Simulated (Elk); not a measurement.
Band structure of Al2Cu (I4/mcm, 6 atoms in the cell).

```xyz
6
Lattice="-2.9989 2.9989 2.3927 2.9989 -2.9989 2.3927 2.9989 2.9989 -2.3927" Properties=species:S:1:pos:R:3 pbc="T T T"
Al     0.9513     2.0476     2.3927
Al     2.0476     0.9513     0.0000
Al     0.9513     3.9502     0.0000
Al     2.0476    -0.9513     2.3927
Cu     0.0000     0.0000     1.1964
Cu     0.0000     0.0000     3.5891
```

Level of theory: Elk with PBE, all-electron FP-LAPW, Elk's shipped species files, default APW+lo basis.

Settings: xctype = 20; stype = 0; swidth = 0.00999582 Ha; ngridk = 6 6 6; maxscl = 100.

The starting cell comes from a database of computed structures (which also holds hypothetical and non-ambient phases and stackings), without a prior relaxation at this level. Spin polarisation is off. Values depend on the basis (sphere radii, cutoffs, local orbitals), which need not be converged.

Levels in eV from the Fermi level, bands 31 to 38:
```json
[
 {"point": "Γ", "31": "-3.08", "32": "-2.07", "33": "-1.40", "34": "-1.24", "35": "-1.24", "36": "-0.83", "37": "-0.19", "38": "0.06"},
 {"point": "X", "31": "-2.87", "32": "-2.85", "33": "-1.59", "34": "-1.37", "35": "-0.87", "36": "-0.58", "37": "0.80", "38": "1.27"},
 {"point": "M", "31": "-3.40", "32": "-3.23", "33": "-3.23", "34": "-1.76", "35": "2.67", "36": "3.01", "37": "3.01", "38": "3.45"},
 {"point": "Z", "31": "-3.36", "32": "-3.27", "33": "-3.27", "34": "-0.93", "35": "1.53", "36": "1.76", "37": "1.76", "38": "2.11"},
 {"point": "P", "31": "-3.81", "32": "-3.81", "33": "0.38", "34": "0.38", "35": "0.73", "36": "0.73", "37": "1.87", "38": "1.87"},
 {"point": "N", "31": "-3.15", "32": "-3.15", "33": "-2.63", "34": "-2.63", "35": "0.21", "36": "0.21", "37": "4.14", "38": "4.14"},
 {"point": "Z1", "31": "-3.36", "32": "-3.27", "33": "-3.27", "34": "-0.93", "35": "1.53", "36": "1.76", "37": "1.76", "38": "2.11"}
]
```

Bands cross the Fermi level along this path, so the cell is metallic at this level.
